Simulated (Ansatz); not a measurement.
The starting structures come from a database of crystals and need not be the phases stable at ambient conditions.

 Where the default PAW files enter, the runs use the earlier of Ansatz's two default sets.

By LDA, the system below comes out a metal.

The ballistic (Sharvin) conductance counts the channels at the Fermi level: G/A = (e²/h) × channels of both spins per area.

Here is the system:

```xyz
1
Lattice="4.4471 0.0000 0.0000 -2.2235 3.8513 0.0000 2.2235 1.2838 0.9078" Properties=species:S:1:pos:R:3 pbc="T T T"
Pd     0.0000     0.0000     0.0000
```

Space group of this cell: Im-3m, bcc (W type). The cell is taken as given; by LDA its mean pressure is -15.3 GPa.

The current flows along the normal of the first two printed cell vectors, the (111) plane of the conventional cell. No spin-orbit coupling; the value is a mean over 0.1 eV about the Fermi level.

Task: Give the ballistic conductance per area that LDA run with Ansatz (a program for electronic structure) yields.

Result: 1.7 × 10¹⁵ S/m² for both spins.
